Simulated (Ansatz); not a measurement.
## HfS2, thickness series

The parent structure is HfS2 in the CdI2 type structure (space group P-3m1, No. 164; layered, stacked along the Cartesian z axis).

```xyz
3
Lattice="3.6057 0.0000 0.0000 -1.8029 3.1226 0.0000 0.0000 0.0000 5.7676" Properties=species:S:1:pos:R:3 pbc="T T T"
Hf     0.0000     0.0000     0.0000
S      0.0000     2.0818     1.4564
S      1.8029     1.0409     4.3112
```

Free-standing slabs (3 atom(s) a layer) normal to the stacking axis with 15 Å of vacuum; in-plane cell relaxed.

Method: PBE-D3(BJ), PAW, 420 eV (Ansatz, a program for electronic structure; no spin-orbit coupling).

Notes on the quantities. excess energy per area of both faces: slab less bulk energy over the cell's area: twice a surface energy.

| change | excess energy per area of both faces | thickness between the outermost nuclei | shortest interatomic distance | band gap | smallest direct gap |
|---|---|---|---|---|---|
| base | – | – | 4.801 bohr | 0.85 eV | 1.81 eV |
| 1 layer | 0.39 J/m² | 2.91 Å | 4.811 bohr | 1.21 eV | 2.06 eV |
| 2 layers | 0.41 J/m² | 8.70 Å | 4.805 bohr | 1.13 eV | 2.00 eV |
| 3 layers | 0.42 J/m² | 14.48 Å | 4.803 bohr | 1.09 eV | 1.91 eV |

The excess energy carries the mismatch between the slab's and the bulk's meshes. With Hf present, leaving out spin-orbit coupling can change the band edges. No phonon test of stability was made.
